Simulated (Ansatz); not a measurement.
Crystal: SiO2 (P4_2/mnm, rutile, 6 atoms a cell, 7.9 Å³ an atom, -5 GPa at this level); both levels run on this one cell.

Complex bands along the normal of (001) by Ansatz (plane waves, PAW, no spin-orbit coupling). r2SCAN gives a gap of 6.25 eV and a slowest mid-gap decay of 0.412 1/Å.

What does PBE give on the same cell, and what does that do to the current through 2 nm?

Gap 5.30 eV, κ = 0.387 1/Å. The mid-gap transmission through 2 nm changes by exp(2 × 20 × (0.412 − 0.387)) = a factor of 2.7 against r2SCAN.

Ansatz is a first-principles code.
